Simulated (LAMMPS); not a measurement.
An MD run on SiC (zinc blende), 1000 atoms, at 200 K and 0 GPa, heated as the crystal.

All values are model results, not measurements: classical MD, pair style tersoff, file SiC_1994.tersoff; code LAMMPS.

Starting crystal:

```
CSi
1.0
    4.36000     0.00000     0.00000
    0.00000     4.36000     0.00000
    0.00000     0.00000     4.36000
Si C
4 4
Direct
  0.00000   0.00000   0.00000
  0.00000   0.50000   0.50000
  0.50000   0.00000   0.50000
  0.50000   0.50000   0.00000
  0.25000   0.25000   0.75000
  0.25000   0.75000   0.25000
  0.75000   0.25000   0.25000
  0.75000   0.75000   0.75000
```

### Question
Predict the state found, the first peak of g(r), C-Si, the coordination number of Si by C, the most common C-Si-C angle, the volume per atom.

### Answer
state found: crystal; no diffusion seen in 30 ps; first peak of g(r), C-Si: 1.86 Å, height 26.2; coordination number of Si by C: 4.00 (counted to 2.54 Å); most common C-Si-C angle: in the 3° bin centred on 109.5° (mean of all 109°); volume per atom: 9.9681 ± 0.0004 Å³.

Caution: nuclei are classical, which matters for such light atoms.
